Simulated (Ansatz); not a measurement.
The reference is BeSe in the zinc blende structure (space group F-43m, No. 216).

```xyz
2
Lattice="0.0000 2.5888 2.5888 2.5888 0.0000 2.5888 2.5888 2.5888 0.0000" Properties=species:S:1:pos:R:3 pbc="T T T"
Be     0.0000     0.0000     0.0000
Se     1.2944     1.2944     1.2944
```

All numbers come from plane-wave PAW DFT at the PBE level (Ansatz, a quantum-chemistry and plane-wave program, 420 eV), no spin-orbit coupling.

For the base:

The smallest direct gap is 4.22 eV, the lattice parameter a comes out as 5.178 Å and the band gap is 2.67 eV.

The change: a hydrostatic pressure of 22.5 GPa.

**Question.** How does this affect the smallest direct gap, lattice parameter a and band gap?

**Answer.** The smallest direct gap increases by 0.715 eV, from 4.22 eV to 4.94 eV; the lattice parameter a falls by 0.338 Å (5.178 Å → 4.840 Å); the band gap falls by 0.509 eV (2.67 eV → 2.17 eV).

Load acts through the strain it causes; cell and atoms are relaxed under it. Whether these cells are dynamically stable was not tested. Competing high-pressure phases were not computed.
